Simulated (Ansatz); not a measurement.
## GePd (model structure, started from the CsCl type, Pm-3m, No. 221, 2 atoms in the cell): properties by level of theory

```csv
level (code),equilibrium lattice constant a (Å),formation enthalpy (eV/atom)
PBE (Ansatz),3.172,-0.249
PBEsol (Ansatz),3.120,-0.300
PBE-D3(BJ) (Ansatz),3.128,-0.299
r²SCAN (Ansatz),3.142,-0.156
```

Ansatz's density-functional and Hartree–Fock values are scalar-relativistic unless marked +SOC, with PAW data made under PBE.

The crystal itself was run without spin with PBE, PBEsol, PBE-D3(BJ), r²SCAN; a magnetic state was not tried in these runs.

Computed values are for the static lattice.

A model structure was made by putting elements into a prototype or built by hand; it is no filed structure, need not be a known phase, and can be a saddle point held by its symmetry.

Ansatz is a first-principles code.
